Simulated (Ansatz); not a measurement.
The starting structures come from a database of crystals and need not be the phases stable at ambient conditions.

 Where the default PAW files enter, the runs use the earlier of Ansatz's two default sets.

By PBEsol, the system below comes out a metal.

The ballistic (Sharvin) conductance counts the channels at the Fermi level: G/A = (e²/h) × channels of both spins per area.

Consider the following.

```
HfSi
1.0
    5.22345     0.00000     0.00000
    0.00000     7.82893     0.00000
    0.00000     1.81373     3.30302
Hf Si
4 4
Cartesian
  3.26784   4.22126   3.05576
  1.95561   5.42140   0.24726
  0.65612   2.41380   1.89877
  4.56733   7.22886   1.40425
  0.72674   5.01539   2.61969
  4.49671   4.62727   0.68333
  3.33846   1.61967   2.33484
  1.88499   8.02298   0.96818
```

Space group of this cell: Pnma. The cell is taken as given; by PBEsol its mean pressure is -2.0 GPa.

The current flows along the normal of the first two printed cell vectors. No spin-orbit coupling; the value is a mean over 0.1 eV about the Fermi level.

### Question
Give the ballistic conductance per area that PBEsol run with Ansatz (an electronic-structure program) yields.

### Answer
0.25 × 10¹⁵ S/m² for both spins.
